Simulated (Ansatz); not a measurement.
Consider TiAl (space group P4/mmm, No. 123; relaxed with 0.1 eV smearing).

```yaml
crystal:
  lattice:
    - [2.82407, 0.00000, 0.00000]
    - [0.00000, 2.82407, 0.00000]
    - [0.00000, 0.00000, 4.07475]
  atoms:
    - { symbol: Ti, position: [0.00000, 0.00000, 0.00000] }
    - { symbol: Al, position: [0.50000, 0.50000, 0.50000] }
```

Cartesian axes are those of the cell as printed.

All numbers come from plane-wave PAW DFT at the PBE level (Ansatz, a quantum-chemistry and plane-wave program, 420 eV), no spin-orbit coupling.

Modification: the cell is scaled by 1.0300 in all directions, atoms relaxed at fixed cell.

Problem. Predict the stress tensor and what it implies for the stiffness.

Solution. Stress of the strained cell less that of the base (GPa, compression positive):
```
   -8.4     0.0     0.0
    0.0    -8.4     0.0
    0.0     0.0    -8.4
```

Then B = −ΔP/(ΔV/V₀) with ΔV/V₀ = 0.0927 gives secant stiffness values (nonlinear terms included at this strain): B (at held cell shape, above the free-shape value) ≈ 91 GPa.

As a check, the harmonic strain energy −½ V₀ Δσ:ε is 38 meV/atom; the computed energy rise is 43 meV/atom.

Stability against distortions was not tested. All final runs are without spin polarisation.
